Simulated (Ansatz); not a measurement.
Ansatz (a quantum-chemistry and plane-wave program) run on SiO2 (P4_2/mnm, 6 atoms in the cell): self-consistent single point.

Level of theory: PBE0 (plane waves, PAW; Ansatz).

```
SiO2
1.0
    4.27000     0.00000     0.00000
    0.00000     4.27000     0.00000
    0.00000     0.00000     2.71692
Si O
2 4
Direct
  0.50000   0.50000   0.50000
  0.00000   0.00000   0.00000
  0.69316   0.69316   0.00000
  0.30684   0.30684   0.00000
  0.80684   0.19316   0.50000
  0.19316   0.80684   0.50000
```

Reference input (self-consistent single point, DFT, PBE0, plane waves, default PAW files made with PBE): basis.ecutwfc = 30.9 Ry; kpoints.mp_grid.grid = 5 5 8; hamiltonian.xc = pbe0; hamiltonian.pseudopotentials = {kind: paw} (the program's default PAW files); scf.occupations.method = fixed. This run's input differs from it in these lines:

```diff
@@ -22,2 +22,3 @@
   occupations: { method: fixed }
+  algorithm: direct_min
 output:
```

Output (repeated stretches shortened):

```
Error: scf.algorithm: direct_min / scf.convergence.dm_fallback with hamiltonian.xc: <hybrid> without scf.eigensolver.kind.support_functions — direct minimisation on plane waves has no term of exact exchange; use an LDA or a GGA, or take scf.algorithm: direct_min and scf.convergence.dm_fallback out of the deck
```

The program stopped before any SCF iteration. 

The starting cell comes from a database of computed structures (which also holds hypothetical and non-ambient phases and stackings), without a prior relaxation at this level. Its lattice was rescaled by a random factor within 2.5 % of one.

Keys are those of Ansatz 0.2.
